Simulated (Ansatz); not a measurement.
```
CELL_PARAMETERS angstrom
     28.00000     0.00000     0.00000
      0.00000    28.00000     0.00000
      0.00000     0.00000     3.20914
ATOMIC_POSITIONS crystal
  W  0.76422 0.53440 0.50000
  S  0.70413 0.55239 0.00000
  S  0.80794 0.58421 0.00000
  S  0.66854 0.62652 0.50000
  W  0.73094 0.63289 0.00000
  S  0.75228 0.69564 0.50000
  W  0.66251 0.71115 0.50000
  S  0.60729 0.68138 0.00000
  S  0.65820 0.77730 0.00000
  S  0.52971 0.70864 0.50000
  W  0.56933 0.75727 0.00000
  S  0.54005 0.81673 0.50000
  W  0.46560 0.76422 0.50000
  S  0.44761 0.70413 0.00000
  S  0.41579 0.80794 0.00000
  S  0.37348 0.66854 0.50000
  W  0.36711 0.73094 0.00000
  S  0.30436 0.75228 0.50000
  W  0.28885 0.66251 0.50000
  S  0.31862 0.60729 0.00000
  S  0.22270 0.65820 0.00000
  S  0.29136 0.52971 0.50000
  W  0.24273 0.56933 0.00000
  S  0.18327 0.54005 0.50000
  W  0.23578 0.46560 0.50000
  S  0.29587 0.44761 0.00000
  S  0.19206 0.41579 0.00000
  S  0.33146 0.37348 0.50000
  W  0.26906 0.36711 0.00000
  S  0.24772 0.30436 0.50000
  W  0.33749 0.28885 0.50000
  S  0.39271 0.31862 0.00000
  S  0.34180 0.22270 0.00000
  S  0.47029 0.29136 0.50000
  W  0.43067 0.24273 0.00000
  S  0.45995 0.18327 0.50000
  W  0.53440 0.23578 0.50000
  S  0.55239 0.29587 0.00000
  S  0.58421 0.19206 0.00000
  S  0.62652 0.33146 0.50000
  W  0.63289 0.26906 0.00000
  S  0.69564 0.24772 0.50000
  W  0.71115 0.33749 0.50000
  S  0.68138 0.39271 0.00000
  S  0.77730 0.34180 0.00000
  S  0.70864 0.47029 0.50000
  W  0.75727 0.43067 0.00000
  S  0.81673 0.45995 0.50000
```

The numbers are results of PBE (plane waves to 420 eV, PAW; Ansatz, a program for electronic structure), not measurements. Mesh 1×1×10. No spin polarisation, so a magnetic state wasn't tested. It repeats along c; a and b span vacuum. An idealised model, rolled from the flat sheet. Only distortions within the start's symmetry and period were free. Values not marked SOC lack spin–orbit coupling.

### Question
Tabulate the two highest filled and two lowest empty levels along the axis, from the valence top.

### Answer
| k (2π/c) | v2 (eV) | v1 (eV) | c1 (eV) | c2 (eV) |
|---|---|---|---|---|
| 0.000 | -0.17 | -0.05 | 1.61 | 1.61 |
| 0.042 | -0.15 | -0.03 | 1.63 | 1.63 |
| 0.083 | -0.14 | -0.01 | 1.65 | 1.67 |
| 0.125 | -0.14 | 0.00 | 1.50 | 1.56 |
| 0.167 | -0.19 | -0.05 | 1.33 | 1.45 |
| 0.208 | -0.30 | -0.16 | 1.16 | 1.30 |
| 0.250 | -0.44 | -0.32 | 0.98 | 1.16 |
| 0.292 | -0.60 | -0.50 | 0.85 | 1.03 |
| 0.333 | -0.68 | -0.62 | 0.81 | 0.98 |
| 0.375 | -0.67 | -0.64 | 0.91 | 1.05 |
| 0.417 | -0.74 | -0.74 | 1.13 | 1.22 |
| 0.458 | -0.81 | -0.81 | 1.36 | 1.41 |
| 0.500 | -0.90 | -0.90 | 1.50 | 1.50 |
